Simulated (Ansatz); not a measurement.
**Competing hops of interstitial Li in silicon with all lengths changed by -1 %, charge state +1**

Consider interstitial Li in silicon with all lengths changed by -1 %, charge state +1. These are PBE, PAW (plane waves to 420 eV; Ansatz, a quantum-chemistry and plane-wave program) values and carry that method's errors.

Cell of 64 host sites held at the strained lattice (strain from the relaxed PBE one, atoms relaxed); a 2×2×2 k-point mesh shifted by half a step; Fermi-Dirac width 0.01 eV, spin-restricted; finite-size errors left in. Energies are static. The charge state is imposed; whether it is stable for some Fermi level was not computed. Sites that were not tried may lie lower.

Barriers: single points on a 3×3×3 k-point mesh shifted by half a step at the bands' geometries.

| Route | Start site over the lowest site run (eV) | Hop (Å) | Forward barrier (eV) | Backward barrier (eV) | Neighbours at the start | Neighbours at the saddle | Saddle order | Forward, on the band's own sampling (eV) |
|---|---|---|---|---|---|---|---|---|
| Li moves alone to another site | 0.00 | 2.34 | 0.64 | 0.64 | 4 Si at 2.43, 6 Si at 2.72 Å | 6 Si at 2.35 Å | not checked, on a symmetry element | 0.64 |

Paths come from nudged elastic bands with a climbing image.  A band can be held on a symmetry element, so unchecked saddle points there may be too high.
